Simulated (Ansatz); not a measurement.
Formation energy of the bound charge states of C on the N site (C_N) in wurtzite AlN (start: the N site; 96-site cell, 2×2×2 shifted sampling) against the Fermi level, Al-rich (Δμ(N) = -2.74 eV, Δμ(C) = -0.21 eV, bounded by Al4C3 (R-3m); only phases computed here count, gases as isolated molecules at 0 K). Method: PBE, PAW (plane waves to 420 eV; Ansatz, an electronic-structure program).

Set-up: 96-site cell; 2×2×2 shifted k-points; host gap 4.03 eV; charged states image-corrected; energies good to tenths of an eV; flagged in the runs: a host whose relaxation on this sampling wasn't shown to rest.

Left out: charge +1 (level within 0.1 eV of a band edge or past it).

```json
[
 {"E_F − E_VBM (eV)": "0.00", "q = 0": "2.29", "q = −1": "3.20"},
 {"E_F − E_VBM (eV)": "0.50", "q = 0": "2.29", "q = −1": "2.69"},
 {"E_F − E_VBM (eV)": "1.01", "q = 0": "2.29", "q = −1": "2.19"},
 {"E_F − E_VBM (eV)": "1.51", "q = 0": "2.29", "q = −1": "1.68"},
 {"E_F − E_VBM (eV)": "2.02", "q = 0": "2.29", "q = −1": "1.18"},
 {"E_F − E_VBM (eV)": "2.52", "q = 0": "2.29", "q = −1": "0.68"},
 {"E_F − E_VBM (eV)": "3.03", "q = 0": "2.29", "q = −1": "0.17"},
 {"E_F − E_VBM (eV)": "3.53", "q = 0": "2.29", "q = −1": "-0.33"},
 {"E_F − E_VBM (eV)": "4.03", "q = 0": "2.29", "q = −1": "-0.84"}
]
```

Crossings of the lowest lines: (0/−1) at 0.91 eV.
